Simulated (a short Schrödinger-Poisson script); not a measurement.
Solved with a short Schrödinger-Poisson script written for these runs: one-band effective-mass equation with BenDaniel-Duke matching, electrons, heavy and light holes apart, hard walls at the outer ends, one valence edge for both holes (no strain splitting), no charge, excitons, band mixing or non-parabolicity; under a field the levels are quasi-bound states of a box, listed while three quarters of their weight lies within 4 nm of the wells.

Structure: coupled double CdTe/Cd0.75Zn0.25Te quantum well.

From the first side: 20 nm Cd0.75Zn0.25Te; 4 nm CdTe; 5 nm Cd0.75Zn0.25Te; 4 nm CdTe; 20 nm Cd0.75Zn0.25Te.

The device is made up for the run: typed textbook-type constants, with dimensions and the other settings drawn at random. CdTe: direct gap (eV) 1.5, conduction-band edge (eV) 0, electron mass (mₑ) 0.096, heavy-hole mass 0.6, light-hole mass 0.12. Cd0.75Zn0.25Te: direct gap (eV) 1.65, conduction-band edge (eV) 0.12, electron mass (mₑ) 0.1, heavy-hole mass 0.6, light-hole mass 0.13.

The valence-band edge of each layer lies one gap below its conduction-band edge. The electron's potential energy rises along the stack by the applied field. Mesh 0.03 nm at interfaces.

Problem. Give the e2 − e1 (meV); the hh1 − lh1 (meV); the e1 above the well's band edge (meV).

Solution. e2 − e1 (meV): 9.4; hh1 − lh1 (meV): 6.9; e1 above the well's band edge (meV): 55.6. Excitons are left out, and strain enters only through the typed gaps and offsets, so measured lines lie elsewhere.
